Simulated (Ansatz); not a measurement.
A self-consistent single point of Ir (I4_1/amd, 2 atoms in the cell) with Ansatz (a first-principles code).

Level of theory: PBEsol with spin-orbit coupling, default PAW files made with PBE (plane waves; Ansatz).

```
Ir
1.0
   -2.43858     2.43858     1.33052
    2.43858    -2.43858     1.33052
    2.43858     2.43858    -1.33052
Ir
2
Cartesian
  0.00000   2.43858   0.66526
  0.00000   0.00000   0.00000
```

Reference input (self-consistent single point, DFT, PBEsol, plane waves, default PAW files made with PBE): kpoints.mp_grid.grid = 9 9 9; hamiltonian.xc = pbesol; hamiltonian.pseudopotentials = {kind: paw} (the program's default PAW files); scf.occupations.method = cold; scf.occupations.width = 0.1 eV. This run's input differs from it in these lines:

Ansatz 0.2 input:
```diff
@@ -14,2 +14,5 @@
   pseudopotentials: { kind: paw }
+magnetization:
+  noncollinear: true
+  spin_orbit: true
 scf:
```

Log, with long lists cut:

```
SCF iter   1: F=—  HF=-23659.195858 eV  |F-HF|=—  |Δ(HF+E_count)|=         —  Δρ=4.26e-2  dr2=3.05e-1  dr2_m=0.00e0 (ungated)  ethr=3.10e-3  |M|=0.00e0 ∫|m|=0.00e0 μB  |m|>n=0.0e0 m-floor=0.0e0 τ_xc=0.0e0  β_m=0.30  ⟨swp⟩=6.9  Hψ=6855  notcnv=0
all-band conjugate gradients solve this SCF's bands
preconditioner: auto → Kerker (q_TF=auto, 2.761 Å⁻¹)
spin=Noncollinear: Kerker preconditioning applied to the charge; magnetization (m_x, m_y, m_z) channels mix plain (no charge-response kernel on spin).
   [... lines left out ...]
SCF iter   6: F=—  HF=-23659.097076 eV  |F-HF|=—  |Δ(HF+E_count)|=   1.74e-5  S|Δr|=    0.00e0  Δρ=5.05e-5  dr2=4.82e-7  dr2_m=0.00e0 (ungated)  ethr=1.68e-7  |M|=0.00e0 ∫|m|=0.00e0 μB  |m|>n=0.0e0 m-floor=0.0e0 τ_xc=0.0e0  β_m=0.95  ⟨swp⟩=2.0  [...]
SCF iter   7: F=-23659.097076 eV  HF=-23659.097076 eV  |F-HF|=1.51e-9  |Δ(HF+E_count)|=   6.23e-8  S|Δr|=    0.00e0  Δρ=6.07e-6  dr2=9.20e-9  dr2_m=0.00e0 (ungated)  ethr=2.94e-10  |M|=0.00e0 ∫|m|=0.00e0 μB  |m|>n=0.0e0 m-floor=0.0e0 τ_xc=0.0e0  [...]
SCF 1 converged in 7 iterations: F = -23659.097076 eV  dr2 = 9.20e-9
Stability not checked (fill_not_monotonic)
Magnetization: |M| = 0.0000 μB,  M = (+0.0000, +0.0000, +0.0000) μB
Absolute magnetization: 0.0000 μB (∫|m|)
  site 0: m = (+0.0000, +0.0000, +0.0000) μB, |m| = 0.0000 μB  (R = 1.04 Å)
  site 1: m = (+0.0000, +0.0000, +0.0000) μB, |m| = 0.0000 μB  (R = 1.04 Å)
Free energy (F): -23659.097076 eV
Internal energy: -23659.098334 eV  (E = F + TS)
E sigma→0 (E₀):  -23659.097495 eV
Entropy (-TS):   0.001258 eV (0.629 meV/atom)
Fermi energy:    22.145439 eV
--- Forces (eV/Å), atoms counted from 1 ---
  atom   1  Ir     0.00000000     0.00000000     0.00000000
  atom   2  Ir     0.00000000    -0.00000000     0.00000000
--- Stress (GPa, compression-positive) ---
       -6.635674       0.000000       0.000000
        0.000000      -6.635674       0.000000
        0.000000      -0.000000       6.095923
  P = ⅓ Tr σ = -2.3918 GPa (-23.918 kbar)
  The stress holds the Pulay correction. Without it, at fixed plane waves, as pw.x and ABINIT print it: P = -2.4547 GPa
```

The run converged in 7 iterations. Against the reference run the pressure goes from -3.54 to -2.39 GPa.

The starting cell was generated: these elements placed on a structure prototype, without a prior relaxation; it need not be a known phase or ordering of this composition. Its lattice was rescaled by a random factor within 2.5 % of one. Ansatz's pressure includes its estimate of the finite-basis (Pulay) stress.
